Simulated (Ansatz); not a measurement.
Input:

```xyz
2
Lattice="4.5211 0.0000 0.0000 0.0000 4.5211 0.0000 2.2606 -2.2606 3.3862" Properties=species:S:1:pos:R:3 pbc="T T T"
Cd     0.0000     0.0000     0.0000
Te     4.5211     2.2606     1.6931
```

No spin polarisation.

The values are results of DFT with r2SCAN, PAW potentials and a 500 eV plane-wave cutoff in Ansatz (a quantum-chemistry and plane-wave program), spin-orbit coupling left out, not measurements. Γ-centred 9×9×9 mesh, Fermi–Dirac width 0.05 eV.

### Question
Predict the in-plane stress and electron mass.

### Answer
The mean in-plane stress (compression positive) is +1.1 GPa and the electron mass is 0.091 mₑ (at Γ).

With Te present, leaving out spin-orbit coupling can change the band edges. The levels and masses belong to the bands next to the band gap. The cells carry an imposed strain or load. Effective masses come from finite differences of ±0.01 Å⁻¹. Stability against distortions was not tested. The cell was made from CdTe in the zinc blende structure (space group F-43m, No. 216) by this change: biaxial strain −2.50 %, plane normal [001], relaxed out of plane.
